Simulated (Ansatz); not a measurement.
The starting structures come from a database of crystals and need not be the phases stable at ambient conditions.

 Where the default PAW files enter, the runs use the earlier of Ansatz's two default sets.

By PBEsol, the system below comes out a metal.

Without scattering a metal conducts by its projected Fermi surface.

Given:

```xyz
1
Lattice="4.3912 0.0000 0.0000 -2.1956 3.8029 0.0000 2.1956 1.2676 0.8964" Properties=species:S:1:pos:R:3 pbc="T T T"
Pt     0.0000     0.0000     0.0000
```

Space group of this cell: Im-3m, bcc (W type). The cell is strained (all lengths scaled by 0.98); by PBEsol its mean pressure is 4.5 GPa.

The current flows along the normal of the first two printed cell vectors, the (111) plane of the conventional cell. No spin-orbit coupling; the value is a mean over 0.1 eV about the Fermi level.

Problem. Give the ballistic conductance per area that PBEsol (Ansatz, a first-principles code) yields.

Solution. 1.7 × 10¹⁵ S/m² for both spins.
